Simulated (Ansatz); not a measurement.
# What isotropic strain −2.50 % does to Ta

The reference is Ta in the bcc (W type) structure (space group Im-3m, No. 229; a = 3.320 Å; relaxed with 0.1 eV smearing).

One thing is altered: every lattice vector is shortened by 2.50 %; the atoms relax in the strained cell.

Method: PBE (Ansatz, a first-principles code), no SOC. Γ-centred 28×28×28 mesh, Fermi–Dirac width 0.1 eV.

The volume per atom shrinks by 1.339 Å³ (18.30 Å³ → 16.97 Å³) and the space group stays Im-3m (No. 229). The shortest interatomic distance falls by 0.072 Å (2.876 Å → 2.804 Å) and the energy grows by 67 meV/atom. The pressure goes from zero to 17.0 GPa and the band gap stays zero.

Whether these cells are dynamically stable was not tested. All final runs are without spin polarisation.
